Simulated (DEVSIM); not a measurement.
System: W/SiO2/n-Si capacitor, at 300 K.

```tsv
layer (left to right)	material	thickness (nm)	Nd (cm⁻³)
1	SiO2	2.80	-
2	Si	4500	1.6e16
```

Metal gate on the left, work function 4.6 eV. Fixed charge at the semiconductor interface 2.5e12 cm⁻² (in units of +e); no interface traps.

This is a model device: material constants are rounded textbook-type values typed into the input, and sizes, dopings and lifetimes were drawn at random. Values at 300 K.

```
parameter      SiO2       Si
-------------  ----  -------
gap (eV)          9    1.124
affinity (eV)   0.9     4.05
permittivity    3.9     11.7
Nc (cm⁻³)         -  2.86e19
Nv (cm⁻³)         -   3.1e19
```

Model (solved in DEVSIM): 1D Poisson equation in equilibrium, Boltzmann statistics, complete ionisation; no quantum confinement or tunnelling. Metal contacts follow the ideal Schottky-Mott rule: no Fermi-level pinning, no interface dipoles.

Base results: threshold voltage (band bending 2φF) (V) -0.75; minimum of the low-frequency capacitance (μF/cm²) 0.0469; capacitance of the dielectric stack (μF/cm²) 1.23; flat-band voltage (V) 0.03.

Question: What follows from this one change: fixed charge 2.5e+12 → 1.135e+12 cm^-2?

Answer: threshold voltage (band bending 2φF) -0.75 → -0.58 V; minimum of the low-frequency capacitance little changed (0.0465 μF/cm²); capacitance of the dielectric stack little changed (1.23 μF/cm²); flat-band voltage 0.03 → 0.21 V.

Question: What follows from this one change: gate work function 4.6 → 4.9 eV?

Answer: threshold voltage (band bending 2φF) -0.75 → -0.45 V; minimum of the low-frequency capacitance little changed (0.0469 μF/cm²); capacitance of the dielectric stack little changed (1.23 μF/cm²); flat-band voltage 0.03 → 0.33 V.

Question: What follows from this one change: substrate doping 1.6e+16 → 8e+15 cm^-3?

Answer: threshold voltage (band bending 2φF) -0.75 → -0.72 V; minimum of the low-frequency capacitance 0.0469 → 0.0340 μF/cm²; capacitance of the dielectric stack little changed (1.23 μF/cm²); flat-band voltage 0.03 → 0.01 V.

Question: What follows from this one change: SiO2 thickness 0.0028 → 0.0024 μm?

Answer: threshold voltage (band bending 2φF) -0.75 → -0.70 V; minimum of the low-frequency capacitance little changed (0.0461 μF/cm²); capacitance of the dielectric stack 1.23 → 1.44 μF/cm²; flat-band voltage 0.03 → 0.08 V.
